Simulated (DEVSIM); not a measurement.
Device: Schottky contact on n-type CdTe, at 250 K.

| layer (left to right) | material | thickness (μm) | Nd (cm⁻³) | τn (s) | τp (s) |
|---|---|---|---|---|---|
| 1 | CdTe | 3.50 | 2.8e15 | 2.6e-8 | 2.6e-8 |

Left contact: Schottky, work function 5.12 eV, emission velocity 9.2e6 cm/s. Right contact: ohmic. Voltage is applied to the left contact. Recombination: SRH at mid-gap, radiative, Auger. Mobility is μmin + (μ − μmin)/(1 + (N/Nref)^α).

Constants are typed, rounded textbook-type inputs, not results; the design itself was drawn at random and stands for no fabricated device. Values at 300 K; Nc and Nv go as T^1.5, mobilities as T to minus their exponent, the gap by Varshni's rule with the affinity fixed.

```tsv
parameter	CdTe
gap (eV)	1.5
affinity (eV)	4.28
permittivity	10.2
Nc (cm⁻³)	8e17
Nv (cm⁻³)	1.8e19
μn (cm²/Vs)	1000
μp (cm²/Vs)	80
μn,min	100
μp,min	10
Nref,n	1e17
Nref,p	1e17
αn	0.6
αp	0.6
T exponent of μn	1.7
T exponent of μp	1.5
B (cm³/s)	1e-10
Cn (cm⁶/s)	1e-30
Cp (cm⁶/s)	1e-30
Varshni α (eV/K)	0.00031
Varshni β (K)	108
```

Model (solved in DEVSIM): 1D drift-diffusion, Boltzmann statistics, complete ionisation; no tunnelling, impact ionisation, image-force lowering or self-heating. Metal contacts follow the ideal Schottky-Mott rule: no Fermi-level pinning, no interface dipoles.

Question: Tabulate band edges, carrier densities and field at -5.0 V on the left contact.

Answer: Energies count from the Fermi level of the right contact; mesh points crowd at the junctions.

```tsv
x (μm)	Ec (eV)	Ev (eV)	n (cm⁻³)	p (cm⁻³)	field (V/cm)
0.000	5.840	4.326	< 1e2	350000	-75000
0.01063	5.760	4.246	< 1e2	8600	-75000
0.02796	5.631	4.117	< 1e2	< 1e2	-74000
0.05080	5.464	3.950	< 1e2	< 1e2	-73000
0.09746	5.130	3.616	< 1e2	< 1e2	-70000
0.1578	4.714	3.200	< 1e2	< 1e2	-67000
0.2374	4.193	2.679	< 1e2	< 1e2	-63000
0.3999	3.227	1.713	< 1e2	< 1e2	-55000
0.6101	2.172	0.658	< 1e2	< 1e2	-45000
0.8871	1.117	-0.397	< 1e2	< 1e2	-31000
1.285	0.269	-1.246	2.3e12	< 1e2	-11000
2.074	0.116	-1.398	2.8e15	< 1e2	≈ 0
2.514	0.116	-1.398	2.8e15	< 1e2	≈ 0
2.821	0.116	-1.398	2.8e15	< 1e2	≈ 0
3.108	0.116	-1.398	2.8e15	< 1e2	≈ 0
3.234	0.116	-1.398	2.8e15	< 1e2	≈ 0
3.322	0.116	-1.398	2.8e15	< 1e2	≈ 0
3.389	0.116	-1.398	2.8e15	< 1e2	≈ 0
3.441	0.116	-1.398	2.8e15	< 1e2	≈ 0
3.466	0.116	-1.398	2.8e15	< 1e2	≈ 0
3.486	0.116	-1.398	2.8e15	< 1e2	≈ 0
3.500	0.116	-1.398	2.8e15	< 1e2	≈ 0
```
